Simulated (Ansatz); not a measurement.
Take ZrO2 (space group P4_2/nmc, No. 137; a = 3.584 Å, c = 5.179 Å) as the base.

Structures relaxed with Ansatz (a first-principles code) PBEsol, no spin-orbit coupling, earlier PAW set.

Base:

Simulated powder pattern, Cu Kα1, λ = 1.54056 Å (kinematic, ideal powder, no thermal factors, no anomalous dispersion; the 14 strongest lines at most, above 2 %, up to 2θ = 90°):

| 2θ (°) | I/Imax (%) | hkl |
|---|---|---|
| 30.30 | 100 | (101) |
| 34.61 | 8.7 | (002) |
| 35.38 | 14 | (110) |
| 50.34 | 38 | (112) |
| 50.91 | 20 | (200) |
| 59.37 | 14 | (103) |
| 60.40 | 27 | (211) |
| 63.03 | 7.1 | (202) |
| 74.86 | 5.7 | (220) |
| 81.95 | 12 | (213) |
| 82.85 | 5.6 | (301) |
| 83.84 | 4.6 | (114) |
| 85.17 | 3.4 | (222) |
| 85.62 | 3.0 | (310) |

After one change:

Simulated powder pattern, Cu Kα1, λ = 1.54056 Å (kinematic, ideal powder, no thermal factors, no anomalous dispersion; the 14 strongest lines at most, above 2 %, up to 2θ = 90°):

```csv
2θ (°),I/Imax (%)
30.24,100
34.52,8.8
35.33,13
50.23,38
50.83,20
59.21,14
60.30,27
62.90,7.1
74.74,5.7
81.75,12
82.70,5.6
83.59,4.7
85.00,3.4
85.47,3.0
```

Q: Which change produced these results?
(A) pressure 22.5 GPa
(B) pressure −1 GPa
(C) pressure −2 GPa
(D) pressure 4.5 GPa

A: B, pressure −1 GPa. Its volume per atom is 11.15 Å³ against 11.09 Å³, and its space group is P4_2/nmc (No. 137).

Load acts through the strain it causes; cell and atoms are relaxed under it. No phonon test of stability was made. No other phases were tried under pressure. This is not the structure that ZrO2 has at room temperature and ambient pressure.
